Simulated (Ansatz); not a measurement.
The starting structures come from a database of crystals and need not be the phases stable at ambient conditions.

The decay constant κ of evanescent states in the gap governs leakage through a thin film.

```
BaBrF
1.0
    6.42042     0.00000     0.00000
    3.21021     8.15391     0.00000
    3.21021    -1.26386     2.95095
Ba Br F
2 2 2
Cartesian
  4.81531   6.20171   0.91001
  4.81531   0.68834   2.04093
  8.02552   5.10778   0.44149
  8.02552   1.78227   2.50946
  3.21021   0.00000   0.00000
  0.00000   0.00000   0.00000
```

Space group of this cell: P4/nmm. The cell is taken as given; by r2SCAN its mean pressure is -0.5 GPa.

Transport runs along the normal of the first two printed cell vectors, the (111) plane of the conventional cell.

No gap correction and no spin-orbit coupling; mid-gap values are interpolated between computed energies.

Task: Estimate the band gap and the smallest decay constant κ at mid-gap that r2SCAN in Ansatz (an electronic-structure program) returns for this system.

Result: Gap 5.39 eV on a 10×10×10 mesh; κ = 0.359 1/Å, at the zone centre.
